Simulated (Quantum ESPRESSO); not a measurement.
What a tighter setting buys: K_POINTS, CsKICl (P4/mmm, 4 atoms in the cell)

```yaml
crystal:
  lattice:
    - [4.97314, 0.00000, 0.00000]
    - [0.00000, 4.97314, 0.00000]
    - [0.00000, 0.00000, 7.48239]
  atoms:
    - { symbol: K, position: [0.00000, 0.00000, 0.00000] }
    - { symbol: Cs, position: [0.50000, 0.50000, 0.50000] }
    - { symbol: I, position: [0.50000, 0.50000, 0.00000] }
    - { symbol: Cl, position: [0.00000, 0.00000, 0.50000] }
```

Level of theory: PBEsol, GBRV 1.5 ultrasoft (PBESOL) pseudopotentials (plane waves; Quantum ESPRESSO).

Base settings: ecutwfc = 40 Ry; ecutrho = 200 Ry; occupations = fixed; K_POINTS = automatic 4 4 3 1 1 1; nbnd = 24; conv_thr = 1e-09 Ry.

Misses are taken against the tightest run, automatic 16 16 11 1 1 1, which need not be fully converged itself. The energy is the free energy per atom.

The count of work is k-points × plane waves × bands × iterations; it is no time, and leaves out set-up, grids and terms that scale otherwise. Core times come from one kind of shared machine and are given to one figure; runs under 30 s give none.

The starting cell comes from a database of computed structures (which also holds hypothetical and non-ambient phases and stackings), without a prior relaxation at this level. Its lattice was rescaled by a random factor within 2.5 % of one.

The runs (K_POINTS): automatic 1 1 1 1 1 1 | automatic 2 2 1 1 1 1 | automatic 2 2 2 1 1 1 | automatic 3 3 2 1 1 1 | automatic 4 4 3 1 1 1 | automatic 5 5 3 1 1 1 | automatic 6 6 4 1 1 1 | automatic 7 7 4 1 1 1 | automatic 8 8 5 1 1 1 | automatic 9 9 6 1 1 1 | automatic 11 11 7 1 1 1 | automatic 13 13 9 1 1 1 | automatic 16 16 11 1 1 1.

Question: Which is the coarsest setting among those run that, with all tighter ones, holds the energy within 5 meV/atom of the reference, and what does it save?

Answer: automatic 3 3 2 1 1 1, off by 3.4 meV/atom; it needs 0.014 of the reference's count of work.

Question: Which is the coarsest setting among those run that, with all tighter ones, holds the energy within 2 meV/atom of the reference, and what does it save?

Answer: automatic 4 4 3 1 1 1, off by 0.19 meV/atom; it needs 0.028 of the reference's count of work.

Question: What does the step from automatic 3 3 2 1 1 1 to automatic 5 5 3 1 1 1 buy?

Answer: It takes the miss in the energy from 3.4 to 0.10 meV/atom, for 4.0 times the count of work.

| K_POINTS | energy less reference (meV/atom) | pressure less reference (GPa) | count of work / reference | core time / reference (rough) |
|---|---|---|---|---|
| automatic 1 1 1 1 1 1 | -120.80 | -0.03 | 0.0046 | – |
| automatic 2 2 1 1 1 1 | -118.93 | -1.03 | 0.0052 | – |
| automatic 2 2 2 1 1 1 | -12.27 | -0.08 | 0.0052 | – |
| automatic 3 3 2 1 1 1 | -3.38 | -0.05 | 0.014 | – |
| automatic 4 4 3 1 1 1 | -0.19 | 0.00 | 0.028 | – |
| automatic 5 5 3 1 1 1 | -0.10 | 0.00 | 0.056 | – |
| automatic 6 6 4 1 1 1 | -0.01 | 0.00 | 0.056 | – |
| automatic 7 7 4 1 1 1 | -0.03 | 0.00 | 0.092 | 0.07 |
| automatic 8 8 5 1 1 1 | 0.00 | 0.00 | 0.14 | 0.08 |
| automatic 9 9 6 1 1 1 | 0.00 | 0.00 | 0.21 | 0.1 |
| automatic 11 11 7 1 1 1 | 0.00 | 0.00 | 0.39 | 0.2 |
| automatic 13 13 9 1 1 1 | -0.01 | 0.00 | 0.65 | 0.3 |
| automatic 16 16 11 1 1 1 | 0.00 | 0.00 | 1.0 | 1 |
